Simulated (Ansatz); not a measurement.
**AlGeSiN (model structure, started from the AlSiCN type, R3m, No. 160, 4 atoms in the cell): properties by level of theory**

```tsv
level (code)	lattice constant a (Å)	c axis length (Å)	bulk modulus B0 (GPa)	cohesive energy (eV/atom)
LDA (Ansatz)	3.467	18.348	71.0	4.71
PBE (Ansatz)	3.576	18.456	69.4	3.91
PBEsol (Ansatz)	3.490	18.519	66.4	4.29
r²SCAN (Ansatz)	3.554	18.211	77.1	3.87
```

Caveats: the bulk modulus is −V dP/dV from two relaxed cells at ±2 % in volume (LDA, PBE, PBEsol, r²SCAN). Ansatz's density-functional and Hartree–Fock values are scalar-relativistic unless marked +SOC, with PAW data made under PBE.

Free atoms are spin-polarised, in the lowest state found; at levels without +SOC their spin–orbit coupling is left out.

The computed numbers hold no vibrational or temperature effects.

A model structure was made by putting elements into a prototype or built by hand; it is no filed structure, need not be a known phase, and can be a saddle point held by its symmetry.

Ansatz is an electronic-structure program.
